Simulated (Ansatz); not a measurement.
Worked example: relaxation of cell and atoms of HfAu (P4/nmm, 4 atoms in the cell) in Ansatz (a program for electronic structure).

Computed with LDA (PW92), default PAW files made with PBE (plane waves; Ansatz).

The change in words: atoms on their sites; relax: default → cell and atoms. Reference geometry:
```yaml
crystal:
  lattice:
    - [3.46644, 0.00000, 0.00000]
    - [0.00000, 3.46644, 0.00000]
    - [0.00000, 0.00000, 6.28892]
  atoms:
    - { symbol: Hf, position: [0.00000, 0.50000, 0.85953] }
    - { symbol: Hf, position: [0.50000, 0.00000, 0.14842] }
    - { symbol: Au, position: [0.00000, 0.50000, 0.37143] }
    - { symbol: Au, position: [0.50000, 0.00000, 0.62857] }
```

Reference input (self-consistent single point, DFT, LDA (PW92), plane waves, default PAW files made with PBE): basis.ecutwfc = 420 eV; kpoints.mp_grid.grid = 8 8 4; hamiltonian.xc = lda; hamiltonian.pseudopotentials = {kind: paw} (the program's default PAW files); scf.occupations.method = fermi_dirac; scf.occupations.width = 0.1 eV. This run's input differs from it in these lines:

```diff
@@ -6,3 +6,3 @@
   atoms:
-    - { symbol: Hf, position: [0.00000000, 0.50000000, 0.85953000] }
+    - { symbol: Hf, position: [0.00000000, 0.50000000, 0.85158000] }
     - { symbol: Hf, position: [0.50000000, 0.00000000, 0.14842000] }
@@ -19,2 +19,4 @@
   occupations: { method: fermi_dirac, width: 0.1 eV }
+relax:
+  cell: {}
 output:
```

Output (repeated stretches shortened):

```
   [... SCF lines of the steps left out ...]
relax step   1: F+E_penalty+E_count = -56685.97531632 eV  Δ(F+E_penalty+E_count) = +0.000e0 eV  max|allowed force component| = 4.819e-2 eV/Å  Δτ_max = 0.0000 Å  P = -4.661 GPa  Ω = 75.569 Å³  (8 SCF iters, dr2 threshold 1.00e-7 eV, accepted)
relax step   2: F+E_penalty+E_count = -56685.67348274 eV  Δ(F+E_penalty+E_count) = +3.018e-1 eV  max|allowed force component| = 4.235e-1 eV/Å  Δτ_max = 0.0414 Å  P = +17.839 GPa  Ω = 67.109 Å³  energy of the carried Pulay correction = +2.029e-3 eV  [...]
   [... lines left out ...]
relax step   5: F+E_penalty+E_count = -56686.00938531 eV  Δ(F+E_penalty+E_count) = -4.542e-6 eV  max|allowed force component| = 2.817e-3 eV/Å  Δτ_max = 0.0002 Å  P = +0.009 GPa  Ω = 73.358 Å³  energy of the carried Pulay correction = +5.082e-4 eV  [...]
relax step   6: F+E_penalty+E_count = -56686.00884552 eV  Δ(F+E_penalty+E_count) = +5.398e-4 eV  max|allowed force component| = 2.947e-3 eV/Å  Δτ_max = 0.0000 Å  P = +0.012 GPa  Ω = 73.358 Å³  stress off target by 1.79e-2 GPa  SCF on the basis [...]
basis re-selected at this cell: Δ(F+E_penalty+E_count) = +5.398e-4 eV, ΔP = +0.003 GPa vs the last step
the relaxation is at rest under the 16 symmetry operations that the run kept from its start: a minimum is not shown …
Free energy (F): -56686.008846 eV
Internal energy: -56685.941207 eV  (E = F + TS)
E sigma→0 (E₀):  -56685.975026 eV
Entropy (-TS):   -0.067639 eV (-16.910 meV/atom)
Fermi energy:    21.732373 eV
--- Forces (eV/Å), atoms counted from 1 ---
  atom   1  Hf     0.00000000     0.00000000    -0.00030987
   [... lines left out ...]
  cell:  # Å, volume = 73.3576 Å³
   [... lines left out ...]
    - [-2.2822938551612558e-35, 3.4354539885650506, 3.0841808853530486e-34]
    - [5.228350825053155e-33, 5.595409701469559e-34, 6.215512459793475]
  atoms:
    - { symbol: Hf, position: [-8.14399331456902e-35, 0.5, 0.8520227957969985] }
    - { symbol: Hf, position: [0.5, 0.0, 0.14797720420300164] }
    - { symbol: Au, position: [-3.97704670191812e-35, 0.5, 0.3728271727063278] }
    - { symbol: Au, position: [0.5, 0.0, 0.6271728272936723] }
```

The run converged. 

Summary of the result:
```
Quantity                                                                                   Result
-----------------------------------------------  ------------------------------------------------
Free energy E − TS (on the zero of these files)                                    -56686.0088 eV
Fermi level (on the code's own zero)                                                     21.73 eV
Pressure                                                                                 0.01 GPa
Largest force (vector length)                                                          0.003 eV/Å
Final cell                                       a = b = 3.435 Å, c = 6.216 Å, α = β = γ = 90.00°
Final volume per atom                                                                    18.34 Å³
Relaxation steps                                                                                6
```

The starting cell comes from a database of computed structures (which also holds hypothetical and non-ambient phases and stackings), without a prior relaxation at this level. Its lattice was rescaled by up to half a per cent. The relaxation keeps the symmetry of its start, so its end need not be a minimum. Ansatz's pressure includes its estimate of the finite-basis (Pulay) stress.

Cost on one core of a shared machine: roughly 70 s.

Keys are those of Ansatz 0.2.
